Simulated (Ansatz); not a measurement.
PtS2, alloy series

Base system: PtS₂ in the CdI2 type structure (space group P-3m1, No. 164; layered, stacked along the Cartesian z axis).

```xyz
3
Lattice="3.5523 0.0000 0.0000 -1.7761 3.0764 0.0000 0.0000 0.0000 5.1280" Properties=species:S:1:pos:R:3 pbc="T T T"
Pt     0.0000     0.0000     0.0000
S      0.0000     2.0509     1.2259
S      1.7761     1.0255     3.9021
```

The other end (x = 1) is PtP₂ (space group P-3m1, No. 164; a hypothetical phase, not in the database extracts checked; layered): 14.90 Å³/atom, gap zero; this end may not be an ambient phase.

P replaces a fraction x of S; each row is one arrangement (x, atoms in the cell, starting space group or random), fully relaxed.

Method: DFT with r2SCAN+rVV10, PAW potentials and a 500 eV plane-wave cutoff in Ansatz (a first-principles code), without spin-orbit coupling.

Candidates:
(a) x(P) = 0.5, 6 atoms, P2_1/m
(b) x(P) = 0.25, 6 atoms, Pm
(c) x(P) = 0.5, 6 atoms, P-3m1
(d) x(P) = 0.25, 6 atoms, P3m1

Notes on the quantities. mixing energy: to 0.01 eV only: unlike meshes or grids; against an end that may be hypothetical.

**Question.** Order them by mixing energy, highest first.

**Answer.** (c) x(P) = 0.5, 6 atoms, P-3m1 (+0.08 eV/atom), (d) x(P) = 0.25, 6 atoms, P3m1 (+0.04 eV/atom), (b) x(P) = 0.25, 6 atoms, Pm (-0.01 eV/atom), (a) x(P) = 0.5, 6 atoms, P2_1/m (-0.06 eV/atom)

These are small ordered cells, not random alloys; other orderings at the same x differ. Spin-orbit coupling, missing from the scalar runs, can matter with Pt. Stability against distortions was not tested. The final runs are not spin-polarised. An odd electron count without spin: Pt2PS3. Under x(P) = 0.5, 6 atoms, P2_1/m the cell changed shape so far that it is another structure.
